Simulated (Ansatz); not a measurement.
Cost and result by functional for the surface energy of the (10-12) surface of hcp Y in its 1x1 cell, outermost plane spacing 1.41 Å in the ideal cut, in Ansatz (plane waves, PAW). Single points on the PBE structure, on one kind of machine; costs are rough ratios of the slab run's core time (references not counted) to the cheapest single point. r2SCAN's cost holds its higher cutoff (500 against 420 eV). Differences are taken against r2SCAN for comparison alone: no measured value is at hand, so the table doesn't rank accuracy.

Set-up: 10 atoms, 9.9 Å thick at the start (thin: gaps and levels are the slab's own); mesh 10x5x1; 0.1 eV smearing; dipole correction on; all atoms relaxed; held to the start's symmetry, so lower structures may exist; no spin, no spin-orbit, no U. These notes are the PBE run's.

```csv
functional,relative cost,surface energy (J/m²),less r2SCAN (J/m²)
PBEsol,1,1.17,0.01
LDA,1,1.19,0.04
RPBE,1,0.99,-0.17
r2SCAN,2,1.16,0.00
PBE (the relaxed run's value),–,1.07,-0.09
```

The values span 0.20 J/m², while the single points' costs differ by a factor of roughly 2. Differences are of unrounded values.

Ansatz is a program for electronic structure.
